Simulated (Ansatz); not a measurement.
Effect of x(S) = 0.667, 10 atoms, P2_1/m on La2O3

Start from La2O3 (space group P-3m1, No. 164; a = 3.9061 Å, c = 6.0400 Å).

The other end (x = 1) is La$_{2}$S$_{3}$ (space group P-3m1, No. 164; a hypothetical phase, not in the database extracts checked): 25.55 Å³/atom, gap 2.11 eV; this end may not be an ambient phase.

The change: a fraction x = 0.667 of the O sites is given to S, ordered in a cell of 10 atoms (starting symmetry P2_1/m) and fully relaxed.

Method: PBEsol in Ansatz (plane waves to 420 eV, PAW, no spin-orbit coupling). k-mesh 5×8×4 (Γ-centred); smearing 0.05 eV (Fermi–Dirac), for the changed cell.

- Density = 5.14 g/cm³ (base 6.78 g/cm³)
- Shortest interatomic distance = 237.3 pm (base 234.9 pm)
- Band gap = 2.08 eV (base 3.77 eV)
- Gap character (in this cell's own zone, which can be folded) = indirect, A → Γ
- Mixing energy = -67 meV/atom (against an end that may be hypothetical)
- Deviation of the volume from the linear (Vegard-type) interpolation = +3.4 %
- Bowing parameter b of this ordering, from Eg = [1−x] Eg[0] + x Eg[1] − b x [1−x] = 2.6 eV

Final structure:

```yaml
crystal:
  lattice:
    - [6.86006, 0.00000, 0.00000]
    - [0.00000, 4.12044, 0.00000]
    - [-0.73737, 0.00000, 8.17675]
  atoms:
    - { symbol: La, position: [0.27022, 0.25000, 0.84756] }
    - { symbol: La, position: [0.27521, 0.75000, 0.43141] }
    - { symbol: La, position: [0.72978, 0.75000, 0.15244] }
    - { symbol: La, position: [0.72479, 0.25000, 0.56859] }
    - { symbol: S, position: [0.02395, 0.75000, 0.69567] }
    - { symbol: S, position: [0.97605, 0.25000, 0.30433] }
    - { symbol: S, position: [0.68230, 0.25000, 0.91319] }
    - { symbol: O, position: [0.61998, 0.75000, 0.42216] }
    - { symbol: S, position: [0.31770, 0.75000, 0.08681] }
    - { symbol: O, position: [0.38002, 0.25000, 0.57784] }
```

Cost of the whole job for the changed cell (relaxation, final SCF and bands): very roughly 9 core-minutes.

Each cell is one ordered arrangement of few atoms, which overstates ordering effects compared with a random alloy. No phonon test of stability was made. Labels are those of the standard path for the cell's own space group.

Ansatz is a program for electronic structure.
